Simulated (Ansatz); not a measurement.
Interstitial B in zinc-blende BAs, relaxed from 2 sites or starts (void with 4As nearest; void with 4B nearest); at each charge the lowest end counts.

Method: PBE, PAW (plane waves to 420 eV; Ansatz, a first-principles code). Cell and caveats: 64-site cell; 2×2×2 shifted k-points; host gap 1.20 eV; charged states image-corrected; finite-size errors of tenths of an eV; flagged in the runs: for some of the defects a strain field that reaches the edge of the cell.

| charge | neighbours at the lowest end (Å) | corrected energy + q E_VBM, against the first (eV) |
|---|---|---|
| +1 | B 1.66, B 1.66, As 1.88, As 2.77, As 2.78, As 2.78, As 2.78 | 0.00 |
| 0 | B 1.64, B 1.66, As 1.89, As 2.79, As 2.79, As 2.83, As 2.83 | 0.18 |

Charges from +3 to 0 were run. The lines E(q) + q E_F give the stable charge, which changes above the valence-band maximum at (+1/0) at 0.18 eV.
